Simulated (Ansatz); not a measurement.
## zinc-blende ZnS (0 0 1) on silicon (0 0 1) (film strained to the substrate, started from cuts of the bulks and a machine-learned relaxation; metallic at this level, with no gap by band count; slabs Si12 and S6Zn5, which can lie off the formulas)

A periodic stack without vacuum, zinc-blende ZnS (0 0 1) on silicon (0 0 1) (film strained to the substrate, started from cuts of the bulks and a machine-learned relaxation; metallic at this level, with no gap by band count; slabs Si12 and S6Zn5, which can lie off the formulas): substrate slab Si12, film S6Zn5, surface cells [[1, 0], [1, 1]] and [[1, 0], [1, 1]], film strained by +0.5 and +0.5 %, outermost planes Si/Si and S/S as cut, which need not be the usual terminations and can put a slab off its formula.

The start was prepared with a machine-learned potential, and the result is one local minimum, with the in-plane cell held and forces under 0.04 eV/Å; the film can end far from its bulk form.

Method: PBE (plane waves to 420 eV, PAW; Ansatz, a quantum-chemistry and plane-wave program). Spin–orbit coupling is left out; PBE gaps are too small against experiment. Its k-point mesh 6×6×1, Fermi–Dirac width 0.05 eV.

- interface area: 15.0 Å²
- period: 31.65 Å
- heights between the nearest atoms of the two slabs at the two interfaces: 2.10 and 1.18 Å
- S–Si contacts across the interfaces within 1.22 times the sum of covalent radii: 3, mean 2.22 Å
- spin-polarised check at this geometry: keeps a moment, energy 0.00 eV
- slope of the mean potential energy in the substrate: +2.2 MV/cm × e

```xyz
23
Lattice="3.8678 0.0003 -0.0187 0.0002 3.8665 0.1171 -1.7682 0.9883 31.6988" Properties=species:S:1:pos:R:3 pbc="T T T"
Si     0.4713     0.1339     1.9594
Si     2.3988     0.1736     0.6295
Si     2.4185     1.9839     4.7173
Si     0.4780     2.0261     3.3706
Si     0.4975    -0.0323     7.3852
Si     2.4248     0.0092     6.0194
Si     2.4448     1.8191    10.1527
Si     0.5045     1.8599     8.8022
Si     0.5185    -0.2018    12.8331
Si     2.4460    -0.1551    11.4559
Si     2.5090     1.7198    15.5356
Si     0.5742     1.6892    14.2805
S      0.6045     3.4666    20.3544
S     -1.6900     1.6100    17.6558
S      0.5987     3.3016    25.7765
S     -1.3509     1.4505    23.0167
S      0.6248     3.1331    31.2026
S     -1.3225     1.2853    28.4425
Zn     0.5731     1.4932    21.6268
Zn    -1.2888     3.5030    18.9612
Zn     0.6046     1.3282    27.0399
Zn    -1.3417     3.3436    24.4001
Zn    -1.3161     3.1790    29.8144
```
